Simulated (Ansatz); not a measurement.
Candidates (primitive cells; geometry: relaxed with this functional, without spin-orbit coupling):
A. Ir₂P (Fm-3m), a = b = c = 3.9122 Å, α = β = γ = 60.00°
B. VH₂ (Fm-3m), a = 2.9442 Å, b = 2.9442 Å, c = 2.9442 Å, α = 60.00°, β = 60.00°, γ = 60.00°
C. AuIn2 (Fm-3m), a = b = c = 4.627 Å, α = β = γ = 60.00°

Order them by resistivity at 300 K (lowest first) at the level Ansatz (a quantum-chemistry and plane-wave program) with PBEsol, DFPT electron-phonon coupling, linearised Boltzmann equation.

A (4.4 μΩ·cm), C (7.9 μΩ·cm), B (11.8 μΩ·cm)

Metals; harmonic phonons alone scatter; means over directions. Halving the electron mesh moves these values by up to 8 %; q meshes are mostly untested. Some of the runs warned that the eigensolver left states short of its tolerance. Spin-orbit coupling is left out.

Formula and space group known from diffraction (Crystallography Open Database), not checked to be the room-temperature form: AuIn2 (Fm-3m), Ir2P (Fm-3m), VH2 (Fm-3m). Treated as nonmagnetic (a ferromagnetic start lost its moment, other orders weren't tried): VH2 (Fm-3m). The missing spin-orbit coupling matters most for AuIn2 (Fm-3m), Ir2P (Fm-3m).
